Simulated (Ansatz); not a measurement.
Response to strain in Rh

Base system: Rh in the fcc (Cu type) structure (space group Fm-3m, No. 225; a = 3.8015 Å; relaxed with 0.1 eV smearing).

Strains are applied to the cell and any free atomic positions relax.

All numbers come from plane-wave PAW DFT at the r2SCAN level (Ansatz, an electronic-structure program, 500 eV), no spin-orbit coupling.

Notes on the quantities. energy relative to the base: free energy F.

```json
[
 {"case": "base", "energy relative to the base": "0 meV/atom", "volume per atom": "13.73 Å³", "pressure": "0.0 GPa"},
 {"case": "isotropic strain +0.50 %", "energy relative to the base": "+2.6 meV/atom", "volume per atom": "13.94 Å³", "pressure": "___"},
 {"case": "isotropic strain +1.00 %", "energy relative to the base": "+10 meV/atom", "volume per atom": "14.15 Å³", "pressure": "-7.7 GPa"},
 {"case": "isotropic strain +1.50 %", "energy relative to the base": "+23 meV/atom", "volume per atom": "14.36 Å³", "pressure": "-11.1 GPa"},
 {"case": "isotropic strain +2.00 %", "energy relative to the base": "___", "volume per atom": "14.58 Å³", "pressure": "-14.2 GPa"},
 {"case": "isotropic strain +2.50 %", "energy relative to the base": "+61 meV/atom", "volume per atom": "14.79 Å³", "pressure": "-17.1 GPa"},
 {"case": "isotropic strain +3.00 %", "energy relative to the base": "___", "volume per atom": "15.01 Å³", "pressure": "___"}
]
```

Complete the table.


- isotropic strain +0.50 %, pressure: -4.0 GPa
- isotropic strain +2.00 %, energy relative to the base: +40 meV/atom
- isotropic strain +3.00 %, energy relative to the base: +86 meV/atom
- isotropic strain +3.00 %, pressure: -19.7 GPa

No phonon test of stability was made. The final runs are not spin-polarised. Rh lies near a magnetic instability that expansion can trigger; it was not tested.
